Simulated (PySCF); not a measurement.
PySCF 2.14.0, CAM-B3LYP/def2-svpd: Sb(Cl)3 ([Cl][Sb]([Cl])[Cl]), 4 atoms. The geometry is a generated start, not checked to be a minimum at this level.

```
Property                                                   Value
-------------------------------  -------------------------------
task                                         energy and gradient
method                                                 cam-b3lyp
basis                                                  def2-svpd
mol.max_memory                                           7000 MB
mf.init_guess                                    minao (default)
mf.DIIS                                          CDIIS (default)
mf.diis_space                                        8 (default)
mf.conv_tol                                      1e-09 (default)
mf.grids.level                                       3 (default)
effective core potentials        those of the basis set, past Kr
basis functions (reference run)                              113
grid points (reference run)                                78600
```

```xyz
4

Sb     0.0036    -0.0014     0.9307
Cl    -1.7482    -0.9761    -0.2986
Cl     0.0220     1.9987    -0.3143
Cl     1.7226    -1.0212    -0.3178
```

The reference run uses exact four-centre integrals. Single runs; times are not shown.

Settings tried, all else as in the reference:
- density fitting
- density fitting, auxbasis = autoaux
- density fitting, auxbasis = def2-universal-jfit
- density fitting of J alone, exact K

**Question.** Sort the settings: which keep to the reference within 1.0 meV/atom in energy, 10 meV/Å in forces (largest component), and which don't?

**Answer.** Within it: density fitting; density fitting, auxbasis = autoaux; density fitting of J alone, exact K. Outside: density fitting, auxbasis = def2-universal-jfit.

```tsv
setting	energy against the reference	difference in forces (largest component)
density fitting	−0.12 meV/atom	0.23 meV/Å
density fitting, auxbasis = autoaux	+0.14 meV/atom	1.4 meV/Å
density fitting of J alone, exact K	−0.36 meV/atom	0.11 meV/Å
density fitting, auxbasis = def2-universal-jfit	+13000 meV/atom	920 meV/Å
```

Total energies are compared; such shifts often cancel in part in energy differences. def2-universal-jfit is made for Coulomb alone and misses functions that exchange needs. Also tried and not ranked: density fitting, auxbasis = def2-universal-jkfit (same energy as a listed run); COSX exchange (sgx_fit, pjs) with fitted J, mf.with_df.grids_level_i = 1, mf.with_df.grids_level_f = 1 (gradient came out as NaN); COSX exchange (sgx_fit, pjs) with fitted J, mf.with_df.grids_level_i = 1, mf.with_df.grids_level_f = 2 (default) (gradient came out as NaN); COSX exchange (sgx_fit, pjs) with fitted J, mf.with_df.grids_level_i = 1, mf.with_df.grids_level_f = 3 (gradient came out as NaN); COSX exchange (sgx_fit, pjs) with fitted J, mf.with_df.grids_level_i = 1, mf.with_df.grids_level_f = 4 (gradient came out as NaN). The tolerance is a choice made for this comparison.
